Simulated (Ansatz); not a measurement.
composition Si15As, cell Si60As4, held well above this temperature first, at a temperature that wasn't checked against the liquidus, so perhaps supercooled [in the run: it was liquid; mean temperature 1495 K (target 1500 K); density 2.68 g/cm³; one k-point, which a denser mesh shifts by 0.1 GPa in pressure and 0.09 eV/Å in forces]. The solute's share, one atom in sixteen, is far above doping levels in devices. Bonds are counted up to As-As 3.34 Å, As-Si 3.10 Å, Si-Si 3.18 Å.

What distribution of Si-Si-Si angles does PBE (Ansatz, a quantum-chemistry and plane-wave program) give?

mean 99°, standard deviation 32°.
(angle (°), p (1/°)): (1.5, 0.0000); (4.5, 0.0000); (7.5, 0.0000); (10.5, 0.0000); (13.5, 0.0000); (16.5, 0.0000); (19.5, 0.0000); (22.5, 0.0000); (25.5, 0.0000); (28.5, 0.0000); (31.5, 0.0000); (34.5, 0.0000); (37.5, 0.0000); (40.5, 0.0001); (43.5, 0.0012); (46.5, 0.0044); (49.5, 0.0083); (52.5, 0.0101); (55.5, 0.0107); (58.5, 0.0102); (61.5, 0.0096); (64.5, 0.0090); (67.5, 0.0083); (70.5, 0.0086); (73.5, 0.0089); (76.5, 0.0095); (79.5, 0.0098); (82.5, 0.0104); (85.5, 0.0107); (88.5, 0.0108); (91.5, 0.0111); (94.5, 0.0105); (97.5, 0.0111); (100.5, 0.0109); (103.5, 0.0106); (106.5, 0.0100); (109.5, 0.0100); (112.5, 0.0094); (115.5, 0.0093); (118.5, 0.0089); (121.5, 0.0083); (124.5, 0.0079); (127.5, 0.0076); (130.5, 0.0073); (133.5, 0.0067); (136.5, 0.0062); (139.5, 0.0060); (142.5, 0.0057); (145.5, 0.0053); (148.5, 0.0050); (151.5, 0.0046); (154.5, 0.0040); (157.5, 0.0038); (160.5, 0.0032); (163.5, 0.0028); (166.5, 0.0023); (169.5, 0.0018); (172.5, 0.0013); (175.5, 0.0008); (178.5, 0.0003)
